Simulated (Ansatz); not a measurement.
Defect calculation: Ge on the Al site (broken-bond start) in metastable zinc-blende AlN

These are PBE, PAW (plane waves to 420 eV; Ansatz, a first-principles code) values and carry that method's errors. A 2×2×2 supercell of 64 sites was used; the energies come from a 2×2×2 shifted sampling of its zone. Sites at the start: the Al site; started 0.95 Å off site, one bond broken. Finite-size correction: monopole term and site-potential alignment. Dielectric constants: PBE linear response of the host. Host gap at this level: 3.31 eV. These values are not converged in cell size to better than tenths of an eV. Levels are measured in PBE's own, too narrow, gap. Spin–orbit coupling is left out. Each state is the lowest found from its start.

Formation energies E_f are given with the Fermi level at the valence-band maximum. Chemical conditions: N-rich (Δμ(Al) = -2.69 eV, Δμ(Ge) = -0.009 eV, bounded by Ge3N4 (P31c); only phases computed here count, gases as isolated molecules at 0 K). Reference phases: Al: fcc Al, Ge: germanium.

```csv
charge,moment (μB),largest move off a lattice site (Å),image correction with alignment (eV),"E_f, N-rich (eV)"
+1,not spin-polarised,0.03,0.39,-2.02
0*,1.0,0.04,–,–
−1†,not spin-polarised,0.46,0.06,–
```

* At this level the carrier isn't localised at the defect: at charge 0 electrons occupy the conduction band. Such a state is shallow or no state of the defect, and this cell gives it no level.

† Not settled in this cell, so no level is given: charge −1: carriers not clearly localised, level within 0.1 eV of a band edge or past it.

No other site or start that was run ended lower by more than 0.1 eV.
